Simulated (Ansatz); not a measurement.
silicon: the defect Cu on the Si site + Cu interstitial + Cu interstitial + Cu interstitial

The numbers are results of PBE, PAW (plane waves to 420 eV; Ansatz, a quantum-chemistry and plane-wave program), not measurements. The supercell holds 64 host sites (2×2×2 repeats of the unit cell), with a 2×2×2 shifted k-point sampling for the final energies. Sites at the start: the Si site; void 2.37 Å away; void 2.37 Å away; void 2.37 Å away. These values are not converged in cell size to better than tenths of an eV. PBE underestimates the host's gap, which shifts levels and can delocalise carriers. Spin–orbit coupling is left out, and no Hubbard U is applied to the open shells. Each state is the lowest found from its start.

Formation energies E_f are those of the neutral cell. Chemical conditions: host crystal and elements as references (Δμ(Si) = 0.00 eV, Δμ(Cu) = 0.00 eV; Cu taken from its element, since no compound that bounds it was computed at this level; only phases computed here count, gases as isolated molecules at 0 K). Reference phases: Cu: fcc Cu, Si: silicon.

```csv
charge,moment (μB),point group,largest move off a lattice site (Å),"E_f, host crystal and elements as references (eV)",above the lowest spin state (eV)
+1†,fractional,–,0.23,–,0.00
+1†,fractional,–,0.23,–,0.00
0,0.0,C3v,0.11,3.44,0.00
0,not spin-polarised,C3v,0.11,3.44,0.00
−1†,quenched,–,0.12,–,0.00
```

† Not settled in this cell, so no level is given: charge +1: fractional moment, a level filled in part; charge −1: a level filled in part.

Point groups are those of the whole cell at tolerances of 0.03 and 0.1 Å ("near" where only the looser one holds); none is given for unsettled states.

Starting moments that weren't kept: charge +1 began with 1 μB and ended with 0.5; charge +1 began with 3 μB and ended with 0.5; charge 0 began with 2 μB and ended with 0.0; charge −1 began with 1 μB and ended with 0.0.
